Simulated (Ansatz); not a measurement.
Base system: PbS in the rock salt structure (space group Fm-3m, No. 225; a = 6.009 Å).

Perturbation: cell and atoms relaxed at a pressure of 1.8 GPa.

Levels (all Ansatz, a quantum-chemistry and plane-wave program, PAW): PBE (420 eV, no spin-orbit coupling); r2SCAN (500 eV, without spin-orbit coupling).

The geometry is relaxed with PBE.

| Quantity | Result |
|---|---|
| PBE lowest conduction level above the VBM at special points | L 0.38 eV; W 2.19 eV; U 3.33 eV; K 3.33 eV |
| PBE pressure | 1.80 GPa |
| PBE gap character | direct at L |

What does r2SCAN give at this geometry for the lowest conduction level above the VBM at special points, pressure and gap character?

The lowest conduction level above the VBM at special points becomes L 0.64 eV; W 2.46 eV; U 3.62 eV; K 3.62 eV (PBE: L 0.38 eV; W 2.19 eV; U 3.33 eV; K 3.33 eV); the pressure shrinks by 0.93 GPa, from 1.80 GPa to 0.87 GPa; the gap character stays direct at L.

Single points use the geometry relaxed with PBE. Their cutoffs differ, which shifts pressures a little. Spin-orbit coupling, missing from the scalar runs, can matter with Pb. Load acts through the strain it causes; cell and atoms are relaxed under it. Stability against distortions was not tested.
